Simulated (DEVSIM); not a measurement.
System: illuminated Si n-on-p cell, one wavelength, at 350 K.

Layer 1 from the left is Si, thickness (μm) 0.0550, Nd (cm⁻³) 1.4e18, τn (s) 5.4e-7, τp (s) 2.8e-7, absorption coefficient (cm⁻¹) 40000. Layer 2 from the left is Si, thickness (μm) 58.0, Na (cm⁻³) 1.3e17, τn (s) 3.2e-6, τp (s) 3.2e-6, absorption coefficient (cm⁻¹) 40000.

Left contact: ohmic, minority hole recombination velocity 1e5 cm/s. Right contact: ohmic, minority electron recombination velocity 40000 cm/s. Voltage is applied to the left contact. Recombination: SRH at mid-gap, radiative, Auger. Gap narrowing is on: ΔEg = 6.92 meV × (l + √(l² + 0.5)), l = ln(N/1.3e17 cm⁻³), shared equally by both band edges. Light enters at the left, 1.7e18 photons cm⁻² s⁻¹, one pass, no reflection. Mobility is constant in doping.

This is a model device: material constants are rounded textbook-type values typed into the input, and sizes, dopings and lifetimes were drawn at random. Values at 300 K; Nc and Nv go as T^1.5, mobilities as T to minus their exponent, the gap by Varshni's rule with the affinity fixed.

Si: gap (eV) 1.124, affinity (eV) 4.05, permittivity 11.7, Nc (cm⁻³) 2.86e19, Nv (cm⁻³) 3.1e19, μn (cm²/Vs) 1417, μp (cm²/Vs) 470, T exponent of μn 2.3, T exponent of μp 2.2, B (cm³/s) 4.7e-15, Cn (cm⁶/s) 2.8e-31, Cp (cm⁶/s) 9.9e-32, Varshni α (eV/K) 0.000473, Varshni β (K) 636.

Simulated with DEVSIM: 1D drift-diffusion, Boltzmann statistics, complete ionisation; no tunnelling, impact ionisation, image-force lowering or self-heating.

Dark forward current:

```tsv
|V| (V)	|J| (A/cm²)
0.05	3.742e-8
0.10	1.955e-7
0.15	9.447e-7
0.20	4.689e-6
0.25	2.389e-5
0.30	0.0001235
0.35	0.0006437
0.40	0.003366
0.45	0.01762
0.50	0.09224
0.55	0.4797
0.60	2.415
0.65	10.70
0.70	35.44
0.75	85.61
0.80	167.0
0.85	285.2
0.90	444.6
0.95	648.9
1.00	900.8
1.05	1202
1.10	1555
1.15	1961
1.20	2420
```

Q: Work out the local ideality factor n = ΔV / (kT/q · ln(J2/J1)) between the rows 0.15 and 0.20 V, 0.45 and 0.50 V, 1.15 and 1.20 V.

A: kT/q = 30.16 mV. From 0.15 to 0.20 V: ln(4.689e-6/9.447e-7) = 1.602, n = 1.03, near the 1 of diffusion or emission over a barrier. From 0.45 to 0.50 V: ln(0.09224/0.01762) = 1.655, n = 1.00, near the 1 of diffusion or emission over a barrier. From 1.15 to 1.20 V: ln(2420/1961) = 0.210, n = 7.88.

Q: What current could the absorbed light give at most, and what share is collected?

A: Σ αd = 232, so qΦ(1 − exp(−Σ αd)) = 272 mA/cm². The simulated short-circuit current is 270.1 mA/cm², a share of 0.99.

Q: Estimate the open-circuit voltage by superposition: the voltage at which the dark current equals that short-circuit current.

A: Interpolating ln J in the table gives 0.533 V. The simulation gives 0.532 V, the same within the digits that matter. Superposition holds where collection doesn't change with voltage.

Q: Estimate the fill factor from FF0 = (v − ln(v + 0.72))/(v + 1), v = qVoc/(nkT), with n from the dark curve.

A: The rows about Voc, 0.50 and 0.55 V, give n = 1.01, so v = 17.5 and FF0 = 0.789. The simulation gives 0.788, the same within the digits that matter.
